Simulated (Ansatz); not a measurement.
## ScCuO2 (R-3m): band-edge transport data

Input:

```
CuScO2
1.0
    1.60128     0.92450     5.64378
   -1.60128     0.92450     5.64378
    0.00000    -1.84900     5.64378
Sc Cu O
1 1 2
Direct
  0.50000   0.50000   0.50000
  0.00000   0.00000   0.00000
  0.89300   0.89300   0.89300
  0.10700   0.10700   0.10700
```

Computed with PBEsol, rigid bands (plane waves, PAW, scalar-relativistic; Ansatz, an electronic-structure program). Cell: cell and atoms relaxed with PBEsol.

| Item | Value |
|---|---|
| band gap | 2.19 eV |
| electron conductivity mass (300 K, dilute) | 0.66 (x), 0.66 (y), 0.79 (z) mₑ |
| effective density of states N_c (300 K) | 6.8e19 cm⁻³ |
| density-of-states mass, electrons | 1.94 mₑ |
| Seebeck coefficient, n-type 1e19 cm⁻³, 300 K | -381 μV/K |

Rigid bands; masses and Seebeck coefficients take one relaxation time τ for all states and one kind of carrier; polarons and phonon drag are left out. Spin-orbit coupling is left out.

Formula and space group known from diffraction (Crystallography Open Database), not checked to be the room-temperature form: ScCuO2 (R-3m).
